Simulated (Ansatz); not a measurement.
Seebeck coefficient (μV/K, mean over directions) of n-type YSF (P4/nmm) against carrier density, PBEsol, rigid bands (Ansatz, a program for electronic structure). Computed gap 1.11 eV; densities at which minority carriers matter at this gap, or further valleys turn the trend, are left out. Conductivity mass 0.39 mₑ (harmonic mean over directions), N_c = 7.0e18 cm⁻³ at 300 K.

```csv
electron density,300 K,500 K
1e16 cm⁻³,-782,-848
1e17 cm⁻³,-583,-650
1e18 cm⁻³,?,-452
3e18 cm⁻³,-293,-358
1e19 cm⁻³,-197,?
3e19 cm⁻³,-120,-172
1e20 cm⁻³,-60,-95
3e20 cm⁻³,-30,-49
1e21 cm⁻³,-10,?
```

Q: Complete the blanks.

A: 
- 1e18 cm⁻³, 300 K: -386
- 1e19 cm⁻³, 500 K: -258
- 1e21 cm⁻³, 500 K: -17

Rigid bands with a gap fixed in temperature, one relaxation time for all states, no polarons or phonon drag, and whether or not such doping can be reached. Spin-orbit coupling is left out.

Computed structure with no diffraction record at hand here (it may be known, metastable or hypothetical): YSF (P4/nmm).
